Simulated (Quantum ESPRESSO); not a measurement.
**Variants of one calculation on SrIn4Ni (Cmcm, 12 atoms in the cell)**

```
SrIn4Ni
1.0
    2.29106    -8.72162     0.00000
    2.29106     8.72162     0.00000
    0.00000     0.00000     7.45616
Sr In Ni
2 8 2
Direct
  0.12121   0.87879   0.75000
  0.87879   0.12121   0.25000
  0.69013   0.30987   0.05017
  0.30987   0.69013   0.94983
  0.30987   0.69013   0.55017
  0.69013   0.30987   0.44983
  0.07607   0.92393   0.25000
  0.92393   0.07607   0.75000
  0.50000   0.50000   0.00000
  0.50000   0.50000   0.50000
  0.77510   0.22490   0.75000
  0.22490   0.77510   0.25000
```

Base run A: Quantum ESPRESSO 7.5 with LDA (PZ), GBRV 1.5 ultrasoft (LDA) pseudopotentials, self-consistent single point.

Its settings: ecutwfc = 50 Ry; ecutrho = 400 Ry; occupations = smearing; smearing = marzari-vanderbilt; degauss = 0.0099958 Ry; potentials = {Sr: sr_lda_v1.uspp.F.UPF, In: in_lda_v1.4.uspp.F.UPF, Ni: ni_lda_v1.4.uspp.F.UPF}; K_POINTS = automatic 4 4 3 0 0 0; conv_thr = 1e-10 Ry.

The starting cell comes from a database of computed structures (which also holds hypothetical and non-ambient phases and stackings), without a prior relaxation at this level. Its lattice was rescaled by a random factor within 2.5 % of one. Spin polarisation is off. In the base run, with a pressure of about -6 GPa the cell is away from its equilibrium volume at this level. Without a gap this mesh is coarse (it stands for a supercell whose shortest vector is 18 Å).

ΔF is the free energy per atom less that of run A. 

Runs:
- B: conv_thr: 1e-10 Ry → 7.3e-06 Ry
- C: degauss: 0.0099958 Ry → 0.0073499 Ry
- D: smearing: marzari-vanderbilt → methfessel-paxton; degauss: 0.0099958 Ry → 0.0147 Ry
- E: K_POINTS: automatic 4 4 3 0 0 0 → automatic 4 4 3 1 1 1
- F: conv_thr: 1e-10 Ry → default

| run | ΔF (meV/atom) | pressure (GPa) | largest force (eV/Å) | k-points |
|---|---|---|---|---|
| A | 0.00 | -6.42 | 0.193 | 14 |
| B | 0.00 | -6.32 | 0.194 | 14 |
| C | 0.27 | -6.43 | 0.192 | 14 |
| D | -0.47 | -6.44 | 0.199 | 14 |
| E | -8.9 | -6.37 | 0.203 | 12 |
| F | 0.00 | -6.32 | 0.194 | 14 |

Run B against A: The free energy stays essentially unchanged (within 1 meV/atom), the pressure goes from -6.42 to -6.32 GPa and the largest force hardly changes (0.193 to 0.194 eV/Å).

Run F against A: The free energy stays essentially unchanged (within 1 meV/atom), the pressure goes from -6.42 to -6.32 GPa and the largest force hardly changes (0.193 to 0.194 eV/Å).

Run D against A: The free energy is nearly the same (within 1 meV/atom), the pressure hardly changes (-6.42 to -6.44 GPa) and the largest force goes from 0.193 to 0.199 eV/Å.
